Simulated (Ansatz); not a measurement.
Data:

```yaml
crystal:
  lattice:
    - [4.17472, 0.00000, 0.00000]
    - [0.00000, 4.17472, 0.00000]
    - [2.08736, 2.08736, 2.95198]
  atoms:
    - { symbol: In, position: [0.00000, 0.00000, 0.00000] }
    - { symbol: P, position: [0.75000, 0.25000, 0.50000] }
```

Space group of this cell: F-43m, zinc blende. The cell is taken as given.

Computed with r2SCAN (plane waves, PAW; Ansatz, an electronic-structure program).

The current runs along the normal of the first two printed vectors; no spin-orbit coupling. Scaled by the factor s: both lengths across the current (ions clamped). Meshes 10×10×10 and 8×8 across the current in all rows.

| s | mean pressure (GPa) | slowest mid-gap decay constant κ (1/Å) |
|---|---|---|
| 0.98 | 3.1 | 0.088 |
| 1.00 | 0.1 | 0.070 |
| 1.02 | -2.4 | ? |

Question: Take the slope of the slowest mid-gap decay constant κ against ln s from the two given rows, extrapolate to s = 1.02, and say what the run there gives.

Answer: Slope = (0.088 − 0.070) / ln 0.98 = -0.891 1/Å. The line gives 0.070 + (-0.891) × ln 1.02 = 0.052 1/Å. The run gives 0.052 1/Å, as the line does.
